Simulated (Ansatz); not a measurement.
The reference is AlP in the zinc blende structure (space group F-43m, No. 216; a = 5.470 Å). Axes: x, y, z lie along the cube axes.

The change: uniaxial stress, 8 GPa tension along x; all other stress components relax to zero.

Levels (all Ansatz, a program for electronic structure, PAW, earlier PAW set): PBEsol (420 eV, no spin-orbit coupling); HSE06+SOC (420 eV, with spin-orbit coupling).

The geometry is relaxed with PBEsol.

PBEsol band gap: 1.15 eV

**Question.** How does going to HSE06+SOC change the band gap and valence-band top at Γ?

**Answer.** The band gap increases by 0.78 eV, from 1.15 eV to 1.93 eV; the valence-band top at Γ (three highest Kramers pairs, from the VBM) amounts to 0.00, -0.04, -0.63 eV.

Single points use the geometry relaxed with PBEsol. The hybrid gap comes from the SCF mesh plus the semilocal run's edge points and a few special points and is an upper bound. The spin-orbit shifts are approximate. Load acts through the strain it causes; cell and atoms are relaxed under it. Stability under load was not tested beyond the relaxation.
